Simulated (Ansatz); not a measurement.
C (space group P4_32_12, No. 96; a hypothetical phase, not in the database extracts checked)

```cif
data_C12
_chemical_formula_sum 'C12'
_space_group_name_H-M_alt 'P 1'
_space_group_IT_number 1
_cell_length_a 3.78257
_cell_length_b 3.78257
_cell_length_c 4.64844
_cell_angle_alpha 90.000
_cell_angle_beta 90.000
_cell_angle_gamma 90.000
loop_
_space_group_symop_operation_xyz
  'x, y, z'
loop_
_atom_site_label
_atom_site_type_symbol
_atom_site_fract_x
_atom_site_fract_y
_atom_site_fract_z
_atom_site_occupancy
C1 C 0.07577 0.07577 0.00000 1
C2 C 0.42423 0.57577 0.75000 1
C3 C 0.92423 0.92423 0.50000 1
C4 C 0.57577 0.42423 0.25000 1
C5 C 0.16661 0.37926 0.21734 1
C6 C 0.12074 0.66661 0.96734 1
C7 C 0.83339 0.62074 0.71734 1
C8 C 0.87926 0.33339 0.46734 1
C9 C 0.66661 0.12074 0.03266 1
C10 C 0.62074 0.83339 0.28266 1
C11 C 0.33339 0.87926 0.53266 1
C12 C 0.37926 0.16661 0.78266 1
```

Computed with Ansatz (a quantum-chemistry and plane-wave program), PBEsol, PAW, cutoff 420 eV, spin-orbit coupling left out. Γ-centred 7×7×6 mesh, Fermi–Dirac width 0.05 eV.

The volume per atom comes out as 5.54 Å³ and the density is 3.60 g/cm³. The band gap is 4.90 eV (uncertain: the edges found on the path are not clean extrema). The total energy is -245.803 eV/atom (σ→0; compares only within this code and set-up).

Whether these cells are dynamically stable was not tested.
